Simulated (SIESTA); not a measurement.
Band structure of Pb (Fm-3m, 1 atom in the cell).

```yaml
crystal:
  lattice:
    - [0.00000, 2.47500, 2.47500]
    - [2.47500, 0.00000, 2.47500]
    - [2.47500, 2.47500, 0.00000]
  atoms:
    - { symbol: Pb, position: [0.00000, 0.00000, 0.00000] }
```

Level of theory: GGA PBE, numerical atomic orbitals DZP, PseudoDojo PBE standard norm-conserving potentials (rewritten from UPF to PSML) (SIESTA 5.4.2).

Settings: XC.functional = GGA; XC.authors = PBE; potentials = PseudoDojo PBE standard; PAO.BasisSize = DZP; PAO.EnergyShift = 0.01 Ry; MeshCutoff = 400 Ry; kgrid.MonkhorstPack = 9 9 9; OccupationFunction = FD; ElectronicTemperature = 100 meV; MaxSCFIterations = 150; SCF.Mixer.Method = Pulay; SCF.Mixer.Weight = 0.2; SCF.Mixer.History = 8; SCF.DM.Tolerance = 1.0E-05.

The starting cell has typed, rounded lattice constants, without a prior relaxation at this level. Spin-orbit coupling is off. Values carry the incompleteness of an atom-centred basis.

Levels in eV from the Fermi level, bands 4 to 9:
```tsv
point	4	5	6	7	8	9
Γ	-17.03	-17.03	-11.67	7.80	7.80	7.80
X	-16.93	-16.93	-6.71	-3.18	2.34	2.34
W	-17.01	-16.93	-6.60	-1.28	-1.28	0.37
K	-17.01	-16.94	-6.78	-2.19	-1.13	3.23
L	-16.95	-16.95	-8.12	-4.14	5.99	5.99
U	-17.01	-16.94	-6.78	-2.19	-1.13	3.23
```

Bands cross the Fermi level along this path, so the cell is metallic at this level.

Higher empty bands are left out: an atom-centred basis made for the valence describes them poorly.
